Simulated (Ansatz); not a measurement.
Defect migration in kesterite Cu2ZnSnS4: interstitial Li, charge state +1. Calculation: PBE, PAW (plane waves to 420 eV; Ansatz, a first-principles code).

Settings: 64 host sites, the relaxed PBE lattice, one k-point at (0.250, 0.250, 0.250), smearing 0.05 eV, spin-restricted, no image-charge correction. No zero-point or tunnelling terms. PBE gaps are too small, and in this host the defect's levels may merge with the bands. The charge state is imposed; whether it is stable for some Fermi level was not computed. Sites that were not tried may lie lower.

Barriers: single points on a 2×2×2 k-point mesh shifted by half a step at the bands' geometries.

The step: a direct jump of one Li atom. Atoms about the jump, Cartesian Å from the middle of the jump, before and after:

| atom | x0 | y0 | z0 | x1 | y1 | z1 |
|---|---|---|---|---|---|---|
| Li1 | -0.57 | 0.75 | -0.73 | 0.57 | -0.75 | 0.73 |
| S2 | -1.91 | -0.62 | 0.65 | -1.87 | -0.64 | 0.66 |
| S3 | 0.80 | 2.15 | 0.64 | 0.74 | 2.13 | 0.64 |
| S4 | 0.78 | -0.65 | -2.15 | 0.75 | -0.69 | -2.11 |
| Cu5 | -0.58 | -2.00 | -0.77 | -0.69 | -2.09 | -0.85 |
| Cu6 | -0.57 | 0.74 | 1.99 | -0.66 | 0.86 | 2.05 |
| Sn7 | 2.35 | 0.75 | -0.76 | 2.27 | 0.85 | -0.86 |
| S8 | 0.85 | -0.53 | 3.30 | 0.85 | -0.54 | 3.28 |
| Zn9 | 2.17 | -1.99 | 1.98 | 2.30 | -2.08 | 2.08 |
| S10 | 0.71 | -3.28 | 0.66 | 0.74 | -3.28 | 0.67 |
| Cu11 | -0.57 | 3.50 | -0.77 | -0.56 | 3.48 | -0.76 |

**Question.** Give the saddle-point geometry and the barrier.

**Answer.** 
```tsv
atom	x	y	z
Li1	0.04	0.05	0.14
S2	-2.01	-0.73	0.66
S3	0.88	2.19	0.53
S4	0.80	-0.64	-2.08
Cu5	-0.60	-2.16	-0.81
Cu6	-1.03	0.40	2.39
Sn7	2.44	0.87	-0.88
S8	0.82	-0.53	3.30
Zn9	2.18	-1.95	1.95
S10	0.73	-3.29	0.66
Cu11	-0.53	3.48	-0.79
```
It lies 0.43 eV above the start and 0.18 eV above the end. The saddle point's order was not checked.
